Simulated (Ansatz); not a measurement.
Take GaN in the zinc blende structure (space group F-43m, No. 216; a = 4.549 Å) as the base.

Computed with DFT with PBE, PAW potentials and a 420 eV plane-wave cutoff in Ansatz (a program for electronic structure), no SOC.

Base values:

| Item | Value |
|---|---|
| Band gap | 1.54 eV |
| Volume per atom | 11.76 Å³ |

Modification: cell and atoms relaxed at a pressure of 9 GPa.

Task: Estimate the effect on the band gap.

Result: The band gap grows by 0.30 eV, from 1.54 eV to 1.84 eV.

Task: Predict the new volume per atom.

Result: The volume per atom decreases by 0.54 Å³, from 11.76 Å³ to 11.22 Å³.

Load acts through the strain it causes; cell and atoms are relaxed under it. Whether these cells are dynamically stable was not tested. Tetrahedral semiconductors of this kind turn to denser phases somewhere between about 1 and 50 GPa; those were not computed, so compressed cells here can lie past the real transition. This is not the structure that GaN has at room temperature and ambient pressure.
